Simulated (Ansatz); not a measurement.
## A constructed model of the (110) surface of bcc Mo, a cell of two sites (a+b, b-a) surface alloy, Sb on one Mo site of the top plane (bottom of the slab: a bare face, its two planes held)

Calculation: PBE (plane waves to 420 eV, PAW; Ansatz, a program for electronic structure).

Model: 12-atom slab, 11.1 Å thick at the start with caps and adatoms (thin: gaps and levels are the slab's own), 12x9x1 mesh, Fermi-Dirac 0.1 eV, dipole correction, 4 atoms held, the rest relaxed; symmetry of the start imposed; no spin, no spin-orbit, no U. It is one candidate, not shown to be the stable structure of the face.

- work function of the top face = 4.06 eV
- energy released by relaxation = 0.31 eV
- cost = about 6 core-minutes (a rough figure)
